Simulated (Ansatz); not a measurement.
## PbClF (space group P4/nmm, No. 129)

PbClF has the tetragonal space group P4/nmm, origin choice 1 (No. 129), Pearson symbol tP6. Cell: a = b = 4.068 Å, c = 7.193 Å, α = β = γ = 90.00°. Pb on 2c has 4 F at 2.523 Å and 5 Cl at 3.062–3.162 Å. Cl on 2c sees 5 Pb at 3.062–3.162 Å. F on 2a sees 4 Pb at 2.523 Å (tetrahedral). (Neighbours: up to the widest gap in distance over summed covalent radii, below 1.35, at either atom; cation-cation and far metal-metal contacts left out.)

Computed with plane-wave PAW DFT at the PBEsol level (Ansatz, a quantum-chemistry and plane-wave program, 420 eV), spin-orbit coupling left out. Γ-centred 8×8×5 mesh, Fermi–Dirac width 0.05 eV.

| Quantity | Value |
|---|---|
| Volume per atom | 19.84 Å³ |
| Density | 7.30 g/cm³ |
| Band gap | 3.35 eV, indirect, Z–R (80 % along) → Z |
| Electron mass | 0.31 mₑ along k, 0.50 mₑ across |
| Total energy | -4539.580 eV/atom (σ→0; compares only within this code and set-up) |

Spin-orbit coupling, missing from the scalar runs, can matter with Pb. Effective masses come from finite differences of ±0.01 Å⁻¹. Along k means along the line from Γ to the band edge. No phonon test of stability was made.
